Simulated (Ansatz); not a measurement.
CsCl-type CoGa: LDA at its full settings (plane-wave cutoff 520 eV, 20×20×20 k mesh, Fermi–Dirac smearing 0.05 eV, no spin polarisation, scalar-relativistic PAW data made under PBE) and at cheaper ones, in a cell of 2 atoms with Γ-centred meshes.

| level and setting | equilibrium lattice constant a (Å) | bulk modulus (GPa) |
|---|---|---|
| LDA (Ansatz) | 2.810 | 218 |
| LDA (Γ point alone) (Ansatz) | 2.814 | 190 |
| LDA (2×2×2 k mesh) (Ansatz) | 2.817 | 225 |
| LDA (4×4×4 k mesh) (Ansatz) | 2.813 | 216 |

Largest shifts from the full settings: lattice constant a +0.25 % (LDA (2×2×2 k mesh)), against a difference of -2.36 % of the full result from the reference 2.878 Å (measured, temperature not stated, copied from a table, unchecked, not corrected to a static lattice; as tabulated in Monatshefte fuer Chemie und verwandte Teile anderer Wissenschaften 123, 509 (1992)); bulk modulus -12.8 % (LDA (Γ point alone)).

Ansatz's density-functional and Hartree–Fock values are scalar-relativistic unless marked +SOC, with PAW data made under PBE.

Run with cheap settings on purpose, which may leave them unconverged: LDA (2×2×2 k mesh), LDA (4×4×4 k mesh), LDA (Γ point alone).

Ansatz is a program for electronic structure.
